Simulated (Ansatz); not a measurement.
**Worked example: self-consistent single point of Zr₃Si (P6_3/mmc, 8 atoms in the cell) in Ansatz (a program for electronic structure)**

Method of the run: r2SCAN, default PAW files made with PBE (plane waves; Ansatz).

Input:

Ansatz 0.2 input:
```yaml
crystal:
  lattice:
    - [6.117380, 0.000000, 0.000000]
    - [-3.058690, 5.297806, 0.000000]
    - [0.000000, 0.000000, 4.971090]
  atoms:
    - { symbol: Zr, position: [0.345480, 0.172740, 0.750000] }
    - { symbol: Zr, position: [0.654520, 0.827260, 0.250000] }
    - { symbol: Zr, position: [0.172740, 0.345480, 0.250000] }
    - { symbol: Zr, position: [0.827260, 0.654520, 0.750000] }
    - { symbol: Zr, position: [0.827260, 0.172740, 0.750000] }
    - { symbol: Zr, position: [0.172740, 0.827260, 0.250000] }
    - { symbol: Si, position: [0.666667, 0.333333, 0.250000] }
    - { symbol: Si, position: [0.333333, 0.666667, 0.750000] }
basis:
  ecutwfc: 500.0 eV
kpoints:
  mp_grid: { grid: [5, 5, 5] }
hamiltonian:
  xc: r2scan
  pseudopotentials: { kind: paw }
scf:
  occupations: { method: fermi_dirac, width: 0.1 eV }
output:
  forces: true
  eigenvalues: true
  stress: true
```

The program printed (abridged):

```
WARN the atoms were moved onto the symmetric positions of the space group found under crystal.symmetry.tolerance 1.0e-5 (fractional …
WARN ansatz: RAYON_NUM_THREADS=1 ignored (pool sized by the plan → 1); use --threads N
Pseudopotentials: kind: paw
Pseudopotential: Zr, paw, valence charge 12
Pseudopotential: Si, paw, valence charge 4
Crystal: 8 atoms, lattice volume = 161.107 Å³
Basis set: ecut = 500 eV, 4111 PW (Γ), exchange–correlation on 180×180×160 points (64 copies of the dense FFT grid, shifted against one another)
Bands: 48, of which v1, the nominal top of the filled ones, is band 40 counted from 1 (39 counted from 0)
Symmetry: 24 space group operations
Space group: P63/mmc (ITA 194), of the structure as read, at distance tolerance 5.4e-5 Å
k-points: 15 of 125
PAW frozen core: Zr, regenerated for the run's functional
PAW frozen core: Si, regenerated for the run's functional
Initial density: superposition of atomic densities (neutral atoms: chi_scale 0, normalization atom), corrected by the library's trained network
Initial wavefunctions: pseudopotential atomic-orbital guess
Eigensolver: davidson
Functional: x = r2scan, c = r2scan; τ floored in thin density (d = 2e-4 eV/Å³)
SCF iter   1: F=—  HF=-26451.079609 eV  |F-HF|=—  |Δ(HF+E_count)|=         —  Δρ=8.12e-3  dr2=9.01e-2  dr2_τ=5.19e-2  ethr=1.77e-3  ⟨swp⟩=6.7  Hψ=2955  notcnv=0
all-band conjugate gradients solve this SCF's bands
preconditioner: auto → Kerker (q_TF=auto, 2.428 Å⁻¹)
SCF iter   2: F=—  HF=-26451.336936 eV  |F-HF|=—  |Δ(HF+E_count)|=   2.57e-1  Δρ=5.58e-3  dr2=4.46e-2  dr2_τ=1.20e-3  ethr=1.13e-4  ⟨swp⟩=2.0  Hψ=1559  notcnv=0
SCF iter   3: F=—  HF=-26451.340987 eV  |F-HF|=—  |Δ(HF+E_count)|=   4.05e-3  Δρ=8.94e-4  dr2=1.15e-3  dr2_τ=2.83e-4  ethr=5.57e-5  ⟨swp⟩=2.0  Hψ=1307  notcnv=0
SCF iter   4: F=—  HF=-26451.341626 eV  |F-HF|=—  |Δ(HF+E_count)|=   6.39e-4  Δρ=3.78e-4  dr2=2.10e-4  dr2_τ=5.29e-6  ethr=1.44e-6  ⟨swp⟩=2.5  Hψ=1310  notcnv=0
SCF iter   5: F=—  HF=-26451.341738 eV  |F-HF|=—  |Δ(HF+E_count)|=   1.12e-4  Δρ=7.04e-5  dr2=7.23e-6  dr2_τ=4.12e-7  ethr=2.63e-7  ⟨swp⟩=2.0  Hψ=965  notcnv=0
SCF iter   6: F=—  HF=-26451.341574 eV  |F-HF|=—  |Δ(HF+E_count)|=   1.63e-4  Δρ=2.05e-5  dr2=9.42e-7  dr2_τ=1.18e-8  ethr=9.04e-9  ⟨swp⟩=2.0  Hψ=1012  notcnv=0
SCF iter   7: F=-26451.341575 eV  HF=-26451.341575 eV  |F-HF|=3.03e-9  |Δ(HF+E_count)|=   4.49e-7  Δρ=2.97e-6  dr2=2.38e-8  dr2_τ=1.56e-9  ethr=1.25e-10  ⟨swp⟩=4.3  Hψ=3340  notcnv=0
SCF 1 converged in 7 iterations: F = -26451.341575 eV  dr2 = 2.38e-8
SCF converged after 7 iterations
Free energy (F): -26451.341575 eV
Harris-Foulkes:  -26451.341575 eV  (|F-HF|=3.03e-9)
Internal energy: -26451.151893 eV  (E = F + TS)
E sigma→0 (E₀):  -26451.246734 eV
Entropy (-TS):   -0.189682 eV (-23.710 meV/atom)
Fermi energy:    14.107775 eV
--- Per-component energies (eV) ---
  E_band       = -564.474729
  E_kinetic    = 2081.939292
  E_local      = -3935.295295  (includes V_loc(G=0)·N_el)
  E_nonlocal   = 528.681096
  E_hartree    = 1271.168852
  E_xc         = -1038.451787
  E_vxc        = -1368.500368  (∫ρ·V_xc dr)
  E_paw        = -18866.023323  (= ΣΔE_a)
  E_vpaw       = -492.448361  (= ΣTr[D̂ρ^β])
  E_aug_tail   = 0.000072  (compensation charges beyond the density's cutoff)
  E_vtau       = 78.811617  (kinetic-family band-sum trace: ∫τ·v_τ [+ j·A + Jᵃ·Aᵃ] dr)
  E_ewald      = -6492.029484
  E_core_change = -1.141316  (= ΣΔE_core)
  E_smearing   = -0.189682  (= −TS)
  E_closure    = 0.000000  (closes the sum)
  Σ components = -26451.341575   (vs F -26451.341575, Δ=0.00e0)
--- Forces (eV/Å), atoms counted from 1 ---
  atom   1  Zr    -0.04423388    -0.02553845     0.00000000
  atom   2  Zr     0.04423388     0.02553845    -0.00000000
  atom   3  Zr     0.00000000    -0.05107689    -0.00000000
  atom   4  Zr    -0.00000000     0.05107689     0.00000000
  atom   5  Zr     0.04423388    -0.02553845    -0.00000000
  atom   6  Zr    -0.04423388     0.02553845     0.00000000
  atom   7  Si     0.00000000     0.00000000     0.00000000
  atom   8  Si    -0.00000000    -0.00000000    -0.00000000
  max |Σ_I F_I| component: 2.89e-17 eV/Å
--- Stress (GPa, compression-positive) ---
       -1.020784       0.000000       0.000000
        0.000000      -1.020784      -0.000000
        0.000000      -0.000000      -1.508361
  P = ⅓ Tr σ = -1.1833 GPa (-11.833 kbar)
  The stress holds the Pulay correction. Without it, at fixed plane waves, as pw.x and ABINIT print it: P = -1.2597 GPa
--- Band table (eV; the first three rows and the last of 15) ---
  k-point 0: bands = ["-36.3155", "-36.1565", "-36.1308", "-36.1308", "-36.0548", "-36.0548", "-14.2903", "-14.1412", "-14.0442", "-13.9229", "-13.9229", "-13.8245", "-13.8245", "-13.7440", "-13.7440", "-13.4744", "-13.3147", "-13.3147", "-13.2191", [...]
  k-point 1: bands = ["-36.3005", "-36.1719", "-36.1235", "-36.1235", "-36.0621", "-36.0621", "-14.2797", "-14.1773", "-14.0159", "-14.0159", "-13.9481", "-13.8934", "-13.8934", "-13.5954", "-13.5954", "-13.4441", "-13.2998", "-13.2934", "-13.2934", [...]
  k-point 2: bands = ["-36.2611", "-36.2119", "-36.1045", "-36.1045", "-36.0810", "-36.0810", "-14.2524", "-14.2174", "-14.0658", "-14.0658", "-14.0107", "-14.0107", "-13.7469", "-13.5040", "-13.4046", "-13.4046", "-13.3642", "-13.2986", "-13.2986", [...]
  k-point 14: bands = ["-36.2012", "-36.1969", "-36.1527", "-36.1122", "-36.0978", "-36.0854", "-14.0742", "-14.0299", "-13.9474", "-13.9064", "-13.8360", "-13.7863", "-13.7104", "-13.7073", "-13.6088", "-13.5785", "-13.4523", "-13.4273", [...]
```

The run converged in 7 iterations.

The starting cell comes from a database of computed structures (which also holds hypothetical and non-ambient phases and stackings), without a prior relaxation at this level. Ansatz's pressure includes its estimate of the finite-basis (Pulay) stress.
